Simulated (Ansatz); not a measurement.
**A computed series for Al: response to strain**

Start from Al in the fcc (Cu type) structure (space group Fm-3m, No. 225; a = 3.984 Å; relaxed with 0.1 eV smearing). Axes: x, y, z lie along the cube axes.

Strains are applied to the cell and any free atomic positions relax.

Method: Kohn–Sham DFT with the LDA functional, run in Ansatz (a program for electronic structure) with PAW and 420 eV plane waves, no spin-orbit coupling.

Notes on the quantities. energy relative to the base: free energy F.

```tsv
uniaxial strain ε_zz (%)	energy relative to the base (meV/atom)
-3	5.7
-2.5	3.8
-2	?
-1.5	1.3
-1	0.6
-0.5	0.1
0	0.0
```

Q: Fit ΔE = Aε² + Bε³ (ε in %) to the rows shown and predict the withheld row.

A: Least squares on the printed values gives A = 0.518 and B = -0.038 meV/atom (largest residual 0.0 meV/atom); this predicts 2.4 meV/atom, and the run gives 2.4 meV/atom, in agreement.

Stability against distortions was not tested.
